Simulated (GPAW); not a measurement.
Short convergence ladders for Yb (Fm-3m, 1 atom in the cell)

```xyz
1
Lattice="0.0000 2.7537 2.7537 2.7537 0.0000 2.7537 2.7537 2.7537 0.0000" Properties=species:S:1:pos:R:3 pbc="T T T"
Yb     0.0000     0.0000     0.0000
```

Base method: PBE, GPAW PAW datasets PBE (gpaw-data 1.0.1) (plane waves; GPAW 25.7.0).

Base settings: mode = pw; ecut = 850 eV; xc = PBE; kpts = 5 5 5; mesh shift (steps) = 0 0 0; occupations.name = fermi-dirac; occupations.width = 0.1 eV; nbands = -7; symmetry.symmorphic = false; symmetry.tolerance = 0.0005.

The count of work is k-points × plane waves × bands × iterations; it is no time. Core times come from one kind of shared machine, to one figure; runs under 30 s give none.

**The k-point mesh at a smearing width of 0.02 eV**

In this ladder: occupations.width = 0.02 eV.

Only quantities that move along the ladder and can be compared are tabulated.

| kpts | free energy less the last step's (meV/atom) | pressure (GPa) | count of work / last | core time / last (rough) |
|---|---|---|---|---|
| 4 4 4 | -32.86 | -1.92 | 0.070 | – |
| 6 6 6 | 21.47 | -2.14 | 0.13 | 0.3 |
| 9 9 9 | -0.22 | -2.24 | 0.20 | 0.2 |
| 14 14 14 | 0.30 | -2.21 | 0.95 | 1 |
| 17 17 17 | 0.00 | -2.23 | 1.0 | 1 |

Coarsest kpts that holds the free energy within 1 meV/atom of the last step, with all finer ones: 9 9 9, at 0.20 of the last step's count of work and about 0.2 of the last step's time; the step before is off by 21 meV/atom.

Coarsest kpts that holds the pressure within 0.1 GPa of the last step, with all finer ones: 6 6 6, at 0.13 of the last step's count of work and about 0.3 of the last step's time; the step before is off by 0.31 GPa.

**The width of Fermi-Dirac smearing**

In this ladder: kpts = 8 8 8.

Narrow widths need finer meshes than wide ones, so the last steps can hold mesh noise.

Only quantities that move along the ladder and can be compared are tabulated; pressure and forces are left out, as mesh noise rules them at narrow widths.

```csv
occupations.width,free energy less the last step's (meV/atom),energy extrapolated to zero width less the last step's (meV/atom),core time / last (rough)
1 eV,-3516.31,-479.93,1
0.5 eV,-1004.82,-103.64,–
0.3 eV,-363.29,-21.33,0.9
0.1 eV,0.00,0.00,1
```

Widest occupations.width that holds the free energy within 5 meV/atom: not settled: the last two steps still differ by 360 meV/atom, over half the tolerance, so the ladder does not show it.

Widest occupations.width that holds the energy extrapolated to zero width within 2 meV/atom: not settled: the last two steps still differ by 21 meV/atom, over half the tolerance, so the ladder does not show it.

The extrapolation to zero width removes most of the smearing's effect on the energy.

**The setting conv density**

Moved along: convergence.energy, convergence.eigenstates.

The mesh stays at the base's, so the ladder's end is converged at best in this setting alone.

Only quantities that move along the ladder and can be compared are tabulated.

```csv
convergence.density,free energy less the last step's (meV/atom),pressure (GPa)
0.01 e/electron,-2.53,-1.48
0.001 e/electron,0.00,-2.10
0.0001 e/electron,0.00,-2.11
1e-06 e/electron,0.00,-2.08
1e-07 e/electron,0.00,-2.08
```

Coarsest convergence.density that holds the pressure within 0.5 GPa of the last step, with all finer ones: 0.001 e/electron; the step before is off by 0.60 GPa.

Coarsest convergence.density that holds the free energy within 2 meV/atom of the last step, with all finer ones: 0.001 e/electron; the step before is off by 2.5 meV/atom.

On the base run: the starting cell has typed, rounded lattice constants, without a prior relaxation at this level. Its lattice was rescaled by up to half a per cent. Spin polarisation is off.

Left out of this page: 2 runs of the series outside the window shown, repeating another row's setting, or not comparable.
